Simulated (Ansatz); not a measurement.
Input:

```
CELL_PARAMETERS angstrom
      0.00000     1.98732     2.01615
      1.98732     0.00000     2.01615
      1.98732     1.98732     0.00000
ATOMIC_POSITIONS crystal
  Li 0.00000 0.00000 0.00000
  F  0.50000 0.50000 0.50000
```

All values below come from r2SCAN, rigid bands (plane waves, PAW, scalar-relativistic; Ansatz, a program for electronic structure). Condition of this run: biaxial stress in (001) of 1.2 GPa (compression positive) (the target of the relaxation). How the cell was made: cell and atoms relaxed with PBEsol, then loaded as said.

Q: Predict the hole conductivity mass (n e² τ/σ) at 300 K, by direction if it differs.

A: 3.6 mₑ.

Q: What conductivity effective mass do dilute electrons have at 300 K?

A: 0.90 mₑ.

Q: And the band gap?

A: 10.28 eV at this level; semilocal functionals usually fall short of the measured gap.

Rigid bands, one relaxation time for all states, no polarons. Spin-orbit coupling is left out. Geometry: cell and atoms relaxed with PBEsol.
